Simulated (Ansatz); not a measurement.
# A computed series for InAgTe2: response to strain

Consider InAgTe$_{2}$ in the chalcopyrite structure (space group I-42d, No. 122).

```
CELL_PARAMETERS angstrom
     -3.28433     3.28433     6.49971
      3.28433    -3.28433     6.49971
      3.28433     3.28433    -6.49971
ATOMIC_POSITIONS crystal
  In 0.50000 0.50000 0.00000
  In 0.25000 0.75000 0.50000
  Te 0.37500 0.36941 0.49441
  Te 0.63059 0.12500 0.00559
  Te 0.87500 0.88059 0.50559
  Te 0.11941 0.62500 0.99441
  Ag 0.00000 0.00000 0.00000
  Ag 0.75000 0.25000 0.50000
```

Strains are applied to the cell and any free atomic positions relax.

Method: plane-wave PAW DFT at the PBE level (Ansatz, a quantum-chemistry and plane-wave program, 420 eV), spin-orbit coupling left out.

Notes on the quantities. energy relative to the base: free energy F; band gap: uncertain: the Fermi level lies in a band; the base alone; pressure: mean of the normal stresses, compression positive.

```csv
case,energy relative to the base,band gap,pressure
base,0 meV/atom,0.05 eV,0.01 GPa
isotropic strain −3.00 %,…,0.25 eV,…
isotropic strain −2.25 %,+20 meV/atom,0.20 eV,2.98 GPa
isotropic strain −1.50 %,+8.7 meV/atom,0.15 eV,1.87 GPa
isotropic strain −0.75 %,+2.1 meV/atom,0.10 eV,…
```

**Question.** Fill in the withheld entries from the trend.

**Answer.** 
- isotropic strain −3.00 %, energy relative to the base: +37 meV/atom
- isotropic strain −3.00 %, pressure: 4.23 GPa
- isotropic strain −0.75 %, pressure: 0.88 GPa

Spin-orbit coupling, missing from the scalar runs, can matter with Te. No phonon test of stability was made. The zero or small gap of InAgTe2 can change with the level of theory.
